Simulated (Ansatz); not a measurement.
**A computed series for HfC: response to strain**

Consider HfC in the rock salt structure (space group Fm-3m, No. 225; a = 4.607 Å; relaxed with 0.1 eV smearing). Axes: x, y, z lie along the cube axes.

Strains are applied to the cell and any free atomic positions relax.

Level of theory: PBEsol in Ansatz (plane waves to 420 eV, PAW, spin-orbit coupling left out).

Notes on the quantities. energy relative to the base: free energy F.

```tsv
uniaxial strain ε_zz (%)	energy relative to the base (meV/atom)
-3	20.6
-2.5	?
-2	8.8
-1.5	4.9
-1	2.1
-0.5	0.5
0	0.0
```

### Question
Fit ΔE = Aε² + Bε³ (ε in %) to the rows shown and predict the withheld row.

### Answer
Least squares on the printed values gives A = 2.04 and B = -0.084 meV/atom (largest residual 0.0 meV/atom); this predicts 14.0 meV/atom, and the run gives 14.0 meV/atom, in agreement.

No phonon test of stability was made. The final runs are not spin-polarised.

Ansatz is a quantum-chemistry and plane-wave program.
